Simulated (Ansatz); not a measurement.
# Si under a change: pressure −1 GPa

Consider Si in the diamond structure (space group Fd-3m, No. 227; a = 5.444 Å).

Now apply this change: a negative pressure, −1 GPa.

All numbers come from plane-wave PAW DFT at the r2SCAN level (Ansatz, a first-principles code, 500 eV), no spin-orbit coupling. Settings: 10×10×10 k-points, 0.05 eV Fermi–Dirac smearing.

```json
[
 {"quantity": "volume per atom", "base": "20.17 Å³", "changed": "20.38 Å³", "shift": "+0.21 Å³"},
 {"quantity": "density", "base": "2.31 g/cm³", "changed": "2.29 g/cm³", "shift": "-0.02 g/cm³"},
 {"quantity": "lattice parameter a", "base": "5.444 Å", "changed": "5.463 Å", "shift": "+0.019 Å"},
 {"quantity": "shortest interatomic distance", "base": "2.357 Å", "changed": "2.366 Å", "shift": "+0.0083 Å"},
 {"quantity": "enthalpy H = E + PV relative to the base's energy", "base": "–", "changed": "-0.13 eV/atom", "shift": "–"},
 {"quantity": "band gap", "base": "0.78 eV", "changed": "0.79 eV", "shift": "+0.018 eV"},
 {"quantity": "gap character", "base": "indirect, Γ → Γ–X (87 % along)", "changed": "indirect, Γ → Γ–X (87 % along)", "shift": "–"},
 {"quantity": "width of the top valence band", "base": "4.00 eV", "changed": "3.95 eV", "shift": "-0.05 eV"},
 {"quantity": "electron mass", "base": "0.91 mₑ along k, 0.19 mₑ across (off the special points)", "changed": "0.91 mₑ along k, 0.19 mₑ across (off the special points)", "shift": "–"},
 {"quantity": "valley order (the lowest conduction-band minima on the path, energy above the VBM, named in the base's zone)", "base": "a point along ⟨100⟩, about 1.0 Å⁻¹ from Γ 0.78 eV; L along ⟨111⟩ 1.84 eV", "changed": "a point along ⟨100⟩, about 1.0 Å⁻¹ from Γ 0.79 eV; L along ⟨111⟩ 1.80 eV", "shift": "–"}
]
```

Load acts through the strain it causes; cell and atoms are relaxed under it. Masses are band curvatures over ±0.01 Å⁻¹ around the edge. Along k means along the line from Γ to the band edge. Stability against distortions was not tested.
